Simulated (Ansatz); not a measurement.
Cell and atoms of amorphous Pd20Ni20P10:

```xyz
50
Lattice="9.1310 0.0269 -0.1168 0.0269 9.2618 0.0611 -0.1168 0.0611 7.9197" Properties=species:S:1:pos:R:3 pbc="T T T"
Pd     8.2867     8.8891     3.3438
Pd     3.0965     7.1341     0.0503
Pd     7.3932     3.8819    -0.0195
Pd     4.9562     3.7769     6.5045
Pd     5.1480     2.8891     3.9405
Pd     7.3888     8.6567     5.8795
Pd     0.2381     6.5674     5.1202
Pd     7.5107     4.5392     5.1248
Pd     8.2378     8.3082     0.6189
Pd     0.6494     2.9936     7.3139
Pd     5.9169     1.0362     0.0626
Pd     2.7403     2.0748     5.4473
Pd     3.4295     0.4299     3.2987
Pd     2.8258     0.9168     0.5776
Pd     1.1196     8.6910     6.7861
Pd     2.3714     4.9573     6.1285
Pd     0.2759     3.8866     2.0717
Pd     1.4681     7.9407     2.2022
Pd     0.2829     5.9510     7.8886
Pd     2.9136     7.3727     4.9855
Ni     8.5963     6.2884     2.5145
Ni     2.5397     4.6433     0.9326
Ni     6.6115     4.6877     2.4863
Ni     4.5293     3.0675     1.2750
Ni     0.2108     1.3607     5.2468
Ni     7.8721     2.4301     3.5289
Ni     1.9377     5.5036     3.3402
Ni     5.6378     7.6694     7.5906
Ni     4.0531     9.2388     6.3971
Ni     2.6220     3.1882     3.0238
Ni     5.9712     0.6490     2.7327
Ni     8.4310     1.5264     1.2508
Ni     7.0488     2.0984     5.8678
Ni     0.7191     3.6612     4.5774
Ni     5.3838     7.9920     4.4366
Ni     3.8967     6.9978     2.5909
Ni     1.0447     1.4707     2.9894
Ni     5.1093     5.4893     0.6854
Ni     5.0760     5.5528     4.4375
Ni     6.2979     7.4007     2.1957
P      7.3198     6.1107     0.6720
P      5.4789     0.8196     5.0129
P      4.0293     4.8126     2.6136
P      1.3382     8.9531     4.3432
P      4.4729     6.1809     6.4404
P      2.9809     3.0791     7.5118
P      4.6048     8.7043     1.3572
P      6.6106     2.5761     1.8003
P      7.1347     6.6474     4.1838
P      8.5292     1.0043     7.1202
```

Computed with PBE, scalar-relativistic without spin-orbit coupling (plane waves to 420 eV, PAW; Ansatz, a first-principles code).

A CHGNet melt-quench gave the starting glass, which DFT then relaxed. The hot cell started wider than the set density and was brought back towards it in steps. It is the lowest in DFT energy of 3 quenches. It is a model cell: composition and starting density were chosen by hand, and all elements were melted together. No dispersion term was used. Its density started from a set value of 9.26 and ended at 8.96 g/cm³. Cooling (nominally 170 K/ps over its main leg) ran many orders faster than in experiment, which tends to leave more defects and strain. A cell of this size samples the disorder only roughly. Volume and shape were free in the relaxation. On a 2×2×2 Γ-centred mesh force components of up to 0.18 eV/Å stay, since the relaxation ran on one k-point at (1/4, 1/4, 1/4).

Neighbours within Pd-Pd 3.32 Å, Pd-Ni 3.10 Å, Pd-P 2.84 Å, Ni-Ni 2.94 Å, Ni-P 2.74 Å, P-P 2.57 Å count as bonded.

Q: Give the coordination numbers, mean bond lengths and angles.

A: 
```
Quantity                                                                          Value
-----------------------  --------------------------------------------------------------
Mean coordination of Pd  12.20 (1 with 10, 1 with 11, 12 with 12, 5 with 13, 1 with 14)
Mean coordination of Ni    10.90 (1 with 9, 7 with 10, 7 with 11, 4 with 12, 1 with 14)
Mean coordination of P                              7.80 (4 with 7, 4 with 8, 2 with 9)
Mean Pd-Pd bond                                    2.931 Å (spread 0.146 Å, 58 counted)
Mean Pd-Ni bond                                    2.733 Å (spread 0.113 Å, 91 counted)
Mean Ni-Ni bond                                    2.570 Å (spread 0.117 Å, 43 counted)
Mean Ni-P bond                                     2.262 Å (spread 0.103 Å, 41 counted)
Bond angle at Pd                                               mean 96.0°, spread 34.1°
Bond angle at Ni                                               mean 97.0°, spread 33.6°
Bond angle at P                                                mean 99.5°, spread 30.8°
```

Q: What Bader charges do the atoms carry, from a run on one k-point at (1/4, 1/4, 1/4)?

A: Means (range): Pd -0.10 e (-0.21 to -0.03), Ni +0.14 e (+0.07 to +0.23), P -0.09 e (-0.31 to +0.08).
```
atom  charge (e)
----  ----------
Pd1        -0.12
Pd2        -0.14
Pd3        -0.09
Pd4        -0.09
Pd5        -0.09
Pd6        -0.03
Pd7        -0.09
Pd8        -0.15
Pd9        -0.10
Pd10       -0.07
Pd11       -0.04
Pd12       -0.08
Pd13       -0.08
Pd14       -0.07
Pd15       -0.07
Pd16       -0.08
Pd17       -0.21
Pd18       -0.11
Pd19       -0.07
Pd20       -0.17
Ni21       +0.17
Ni22       +0.18
Ni23       +0.23
Ni24       +0.18
Ni25       +0.10
Ni26       +0.09
Ni27       +0.14
Ni28       +0.15
Ni29       +0.17
Ni30       +0.10
Ni31       +0.19
Ni32       +0.13
Ni33       +0.09
Ni34       +0.13
Ni35       +0.14
Ni36       +0.11
Ni37       +0.07
Ni38       +0.18
Ni39       +0.15
Ni40       +0.14
P41        -0.12
P42        -0.08
P43        -0.31
P44        +0.05
P45        -0.06
P46        +0.08
P47        -0.10
P48        -0.15
P49        -0.14
P50        -0.04
```
